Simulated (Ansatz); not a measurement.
**Pressure series in Rh**

The reference is Rh (space group P6_3/mmc, No. 194; a = 2.675 Å, c = 8.731 Å; a cell from a computed database, its experimental status unchecked).

Cell and atoms are relaxed at each pressure.

The values are results of PBEsol, PAW, 420 eV (Ansatz, a program for electronic structure; scalar-relativistic without spin-orbit coupling), not measurements.

```tsv
P (GPa)	V (Å³/atom)
-2.01	13.622
-1.01	13.574
0.30	13.514
0.70	13.495
1.50	13.459
2.99	13.394
5.00	13.308
7.50	13.207
10.00	13.109
```

Question: Fit a third-order Birch–Murnaghan equation of state.

Answer: Least squares on P(V) = (3B₀/2)[(V₀/V)^(7/3) − (V₀/V)^(5/3)]·[1 + (3/4)(B₀′ − 4)((V₀/V)^(2/3) − 1)] gives V₀ = 13.53 Å³/atom, B₀ = 294 GPa and B₀′ = 5.1.

Load acts through the strain it causes; cell and atoms are relaxed under it. No phonon test of stability was made. Competing high-pressure phases were not computed. All final runs are without spin polarisation. This is not the structure that Rh has at room temperature and ambient pressure.
